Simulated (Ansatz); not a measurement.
Consider interstitial O in diamond, neutral cell. The step: several atoms move together, O the farthest; the atom moves 1.10 Å along (0.25, 0.16, 0.09) of the unit cell; the moving atom starts with neighbours 2 C at 1.27, 2 C at 1.88, 2 C at 2.12 Å and ends with 2 C at 1.27, 2 C at 1.88, 2 C at 2.12 Å. DFT values are from Ansatz (plane-wave PAW, 420 eV unless said) in a cell of 64 host sites, spin-restricted, static, with no finite-size correction. The host's phase is taken as given; its stability against other phases was not computed. The charge state is imposed; whether it is stable for some Fermi level was not computed. Sites that were not tried may lie lower. For the PBE band: the saddle point's order was not checked, and it lies on a symmetry element of the cell, where a band can be held.

```json
[
 {"Level": "PBE, a 2×2×2 k-point mesh shifted by half a step, band relaxed", "Forward barrier (eV)": "3.08", "Cost of the band or of the saddle's single point": "very roughly 30 core-minutes"},
 {"Level": "PBE, a 3×3×3 k-point mesh shifted by half a step, same geometries", "Forward barrier (eV)": "3.09", "Cost of the band or of the saddle's single point": "roughly 60 core-seconds"},
 {"Level": "r2SCAN at 500 eV, a 2×2×2 k-point mesh shifted by half a step, same geometries", "Forward barrier (eV)": "3.21", "Cost of the band or of the saddle's single point": "roughly 40 core-seconds"}
]
```

Ansatz is a first-principles code.
